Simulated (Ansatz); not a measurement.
LiF (Fm-3m) under biaxial stress in (111) (compression positive): electron conductivity mass by r2SCAN, rigid bands (plane waves, PAW, scalar-relativistic; Ansatz, an electronic-structure program). The unloaded cell, whose axes the loads refer to:

```cif
data_FLi
_chemical_formula_sum 'Li1 F1'
_space_group_name_H-M_alt 'P 1'
_space_group_IT_number 1
_cell_length_a 2.83401
_cell_length_b 2.83401
_cell_length_c 2.83401
_cell_angle_alpha 60.000
_cell_angle_beta 60.000
_cell_angle_gamma 60.000
loop_
_space_group_symop_operation_xyz
  'x, y, z'
loop_
_atom_site_label
_atom_site_type_symbol
_atom_site_fract_x
_atom_site_fract_y
_atom_site_fract_z
_atom_site_occupancy
Li1 Li 0.00000 0.00000 0.00000 1
F1 F 0.50000 0.50000 0.50000 1
```

```json
[
 {"biaxial stress in (111) (compression positive) (GPa)": "-4.8", "volume per atom (Å³)": "8.45", "electron conductivity mass (mₑ)": "0.862"},
 {"biaxial stress in (111) (compression positive) (GPa)": "-2.4", "volume per atom (Å³)": "8.24", "electron conductivity mass (mₑ)": "?"},
 {"biaxial stress in (111) (compression positive) (GPa)": "-1.2", "volume per atom (Å³)": "8.14", "electron conductivity mass (mₑ)": "0.882"},
 {"biaxial stress in (111) (compression positive) (GPa)": "0", "volume per atom (Å³)": "8.05", "electron conductivity mass (mₑ)": "0.887"},
 {"biaxial stress in (111) (compression positive) (GPa)": "1.2", "volume per atom (Å³)": "7.96", "electron conductivity mass (mₑ)": "0.895"},
 {"biaxial stress in (111) (compression positive) (GPa)": "2.4", "volume per atom (Å³)": "7.88", "electron conductivity mass (mₑ)": "0.902"},
 {"biaxial stress in (111) (compression positive) (GPa)": "3.6", "volume per atom (Å³)": "7.80", "electron conductivity mass (mₑ)": "0.909"}
]
```

Problem. Fit a straight line to ln(electron conductivity mass) against the load over the rows given, and predict the row at -2.4 GPa.

Solution. The means are x̄ = 0.200 GPa and ȳ = -0.1172; Σ(x − x̄)(y − ȳ) = 0.2800 and Σ(x − x̄)² = 44.40, so the slope is 0.631 % per GPa, and the rows given lie within 0.14 % of the line. At -2.4 GPa the line gives 0.875 mₑ; the calculation gives 0.875 mₑ, 0.011 % from it.

Masses are for dilute carriers at 300 K, harmonic means over directions unless an axis is named. Spin-orbit coupling is left out. Stresses and pressures are the targets of the relaxation. The structure type is held at every load. Geometry: cell and atoms relaxed with PBEsol.
